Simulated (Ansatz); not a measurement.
The parent structure is Mo in the bcc (W type) structure (space group Im-3m, No. 229; a = 3.161 Å; relaxed with 0.1 eV smearing).

The values are results of PBE in Ansatz (plane waves to 420 eV, PAW, no spin-orbit coupling), not measurements.

Strains are applied to the cell and any free atomic positions relax.

One change was made to it. Results:

```csv
quantity,base,after
pressure,0.0 GPa,12.9 GPa
energy relative to the base (free energy F),0 meV/atom,+27 meV/atom
band gap,zero,zero
```

Problem. Which of these changes matches the shifts?
A) isotropic strain +1.50 %
B) isotropic strain −3.00 %
C) isotropic strain −1.50 %
D) isotropic strain +2.50 %
E) isotropic strain +2.00 %

Solution. C, isotropic strain −1.50 %. For comparison, the energy relative to the base in the other runs: isotropic strain +2.50 % gives +66 meV/atom; isotropic strain −3.00 % gives +114 meV/atom; isotropic strain +1.50 % gives +25 meV/atom; isotropic strain +2.00 % gives +43 meV/atom.

Whether these cells are dynamically stable was not tested. All final runs are without spin polarisation.

Ansatz is a quantum-chemistry and plane-wave program.
